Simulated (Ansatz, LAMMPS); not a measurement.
Ge well of 21 atomic layers along [001] in random Si0.2Ge0.8, interfaces one step of a layer

Cell 17.11 × 17.11 × 69.04 Å, Si86Ge778, 864 atoms. Prepared with Tersoff's 1989 multicomponent potential (SiCGe.tersoff) in LAMMPS: minimisation. 

The numbers are results of PBE, support functions at accuracy medium on the grid of 370 eV (norm-conserving potentials; Ansatz, an electronic-structure program), not measurements.

Basis: localised support functions (accuracy medium) on a full density matrix. k-points: zone centre alone; occupations: Fermi-Dirac, 0.010 eV; spin polarisation not allowed. Spin-orbit coupling is left out.

The electronic character of the cell is no gap resolved at this smearing and the coordination (neighbours within 2.976 Å) is 100.0 % 4-fold. The Ge-Ge bonds, mean ± spread comes out as 2.486 ± 0.005 Å, the Ge-Si bonds, mean ± spread comes out as 2.439 ± 0.007 Å and the Si-Si bonds, mean ± spread is 2.392 ± 0.007 Å. The bond angles, mean ± spread is 109.5° ± 0.9°, the pressure comes out as 0.40 GPa and the cost of the final run is about 50 core-minutes (a rough figure), 12 SCF iterations, 17 GiB.
